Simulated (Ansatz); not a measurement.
The reference is ZnS in the zinc blende structure (space group F-43m, No. 216).

```
CELL_PARAMETERS angstrom
      0.00000     2.64841     2.64841
      2.64841     0.00000     2.64841
      2.64841     2.64841     0.00000
ATOMIC_POSITIONS crystal
  Zn 0.00000 0.00000 0.00000
  S  0.75000 0.75000 0.75000
```

Cartesian axes are those of the cell as printed.

Calculations: Ansatz (a quantum-chemistry and plane-wave program) LDA, spin-orbit coupling left out.

For the base:

| Property | Result |
|---|---|
| Shortest interatomic distance | 2.294 Å |
| Pressure | -0.01 GPa |
| Valence-band top at Γ | 0.00, 0.00, 0.00 eV |

One thing is altered: uniaxial strain ε_zz = +2.50 %, all other strain components held at zero, atoms relaxed at fixed cell.

### Question
How does this affect the shortest interatomic distance?

### Answer
The shortest interatomic distance goes up by 0.019 Å, from 2.294 Å to 2.313 Å.

### Question
What happens to the energy relative to the base?

### Answer
The energy rises by 4.2 meV/atom.

### Question
What does the calculation give for the pressure after the change?

### Answer
The pressure (mean of the normal stresses, compression positive) decreases by 2.037 GPa, from -0.01 GPa to -2.04 GPa.

### Question
Predict the new valence-band top at Γ.

### Answer
The valence-band top at Γ (three highest levels, from the VBM) becomes 0.00, 0.00, -0.10 eV (base: 0.00, 0.00, 0.00 eV).

The levels and masses belong to the bands next to the band gap. Stability against distortions was not tested.
